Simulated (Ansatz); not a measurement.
# Pt, response to strain

Consider Pt in the fcc (Cu type) structure (space group Fm-3m, No. 225; a = 3.9418 Å; relaxed with 0.1 eV smearing). Axes: x, y, z lie along the cube axes.

Strains are applied to the cell and any free atomic positions relax; under biaxial strain the out-of-plane vector relaxes too.

Computed with r2SCAN, PAW, 500 eV (Ansatz, a program for electronic structure; spin-orbit coupling left out).

Notes on the quantities. energy relative to the base: free energy F.

| biaxial strain, plane normal [001], relaxed out of plane (%) | energy relative to the base (meV/atom) |
|---|---|
| -3 | 24.3 |
| -2.5 | 16.3 |
| -2 | 10.1 |
| -1.5 | ? |
| -1 | 2.4 |
| -0.5 | 0.6 |
| 0 | 0.0 |

**Question.** Fit ΔE = Aε² + Bε³ (ε in %) to the rows shown and predict the withheld row.

**Answer.** Least squares on the printed values gives A = 2.18 and B = -0.17 meV/atom (largest residual 0.0 meV/atom); this predicts 5.5 meV/atom, and the run gives 5.5 meV/atom, in agreement.

Whether these cells are dynamically stable was not tested. All final runs are without spin polarisation.
